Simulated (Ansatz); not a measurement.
## YB$_{2}$ (space group P6/mmm, No. 191)

```cif
data_B2Y
_chemical_formula_sum 'Y1 B2'
_space_group_name_H-M_alt 'P 1'
_space_group_IT_number 1
_cell_length_a 3.27246
_cell_length_b 3.27246
_cell_length_c 3.82539
_cell_angle_alpha 90.000
_cell_angle_beta 90.000
_cell_angle_gamma 120.000
loop_
_space_group_symop_operation_xyz
  'x, y, z'
loop_
_atom_site_label
_atom_site_type_symbol
_atom_site_fract_x
_atom_site_fract_y
_atom_site_fract_z
_atom_site_occupancy
Y1 Y 0.00000 0.00000 0.00000 1
B1 B 0.33333 0.66667 0.50000 1
B2 B 0.66667 0.33333 0.50000 1
```

All numbers come from PBEsol, PAW, 420 eV (Ansatz, an electronic-structure program; no SOC). k-mesh 16×16×12 (Γ-centred); smearing 0.05 eV (Fermi–Dirac).

| Quantity | Value |
|---|---|
| Volume per atom | 11.83 Å³ |
| Density | 5.17 g/cm³ |
| Band gap | zero |
| Total energy | -1367.432 eV/atom (σ→0; compares only within this code and set-up) |

Whether these cells are dynamically stable was not tested. The final runs are not spin-polarised. An odd electron count without spin: YB2.
